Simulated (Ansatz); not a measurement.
Take InAs in the zinc blende structure (space group F-43m, No. 216; a = 6.0261 Å) as the base. Axes: x, y, z lie along the cube axes.

Computed with LDA (Ansatz, a first-principles code), spin-orbit coupling left out.

Before the change:

```
Item                            Result
-----------------------------  -------
Pressure                       0.0 GPa
Shortest interatomic distance  2.609 Å
```

The change: tensile biaxial strain of 1.50 % in the plane normal to [001], as in epitaxy on a mismatched substrate; the out-of-plane cell vector and the atoms relax.

### Question
What does the calculation give for the energy relative to the base after the change?

### Answer
The energy rises by 2.9 meV/atom.

### Question
What does the calculation give for the pressure after the change?

### Answer
The pressure (mean of the normal stresses, compression positive) goes from zero to -0.7 GPa.

### Question
What does the calculation give for the shortest interatomic distance after the change?

### Answer
The shortest interatomic distance increases by 0.0113 Å to 2.621 Å.

No phonon test of stability was made. The final runs are not spin-polarised.
